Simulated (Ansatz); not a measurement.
LaBr3 (P6₃/m, No. 176) was calculated with r²SCAN (PAW; Ansatz, a quantum-chemistry and plane-wave program).

Run with plane-wave cutoff 560 eV, 6×6×8 k mesh (along the axes of the cell as run), Fermi–Dirac smearing 0.01 eV, scalar-relativistic PAW data made under PBE.

Shape and atoms are relaxed at each volume.

The direct gap at Γ against volume; x = 100 ln(V/31.839 Å³). One gap is withheld.

```json
[
 {"V (Å³/atom)": "30.565", "x": "-4.08", "gap (eV)": "?"},
 {"V (Å³/atom)": "31.202", "x": "-2.02", "gap (eV)": "3.602"},
 {"V (Å³/atom)": "31.839", "x": "0.00", "gap (eV)": "3.567"},
 {"V (Å³/atom)": "32.475", "x": "1.98", "gap (eV)": "3.529"},
 {"V (Å³/atom)": "33.112", "x": "3.92", "gap (eV)": "3.492"}
]
```

Fit a straight line to the rows shown, give the volume deformation potential and predict the withheld gap.

Means of the 4 rows: x̄ = 0.970, ȳ = 3.5475 eV. Σ(x − x̄)(y − ȳ) = -0.3643 and Σ(x − x̄)² = 19.604, so the slope is -0.0186 eV per unit of x, and dE_g/d ln V = -1.9 eV. At x = -4.08: 3.5475 + (-0.0186) × (-4.08 − (0.970)) = 3.641 eV. The run gives 3.635 eV, 0.006 eV below the line.

Measured, for comparison: band gap 5.9 eV (temperature not stated, no zero-point or thermal correction, literature value; as tabulated in Przystupa et al. (2023), doi:10.3390/ma16145085).

Spin–orbit coupling is not included.
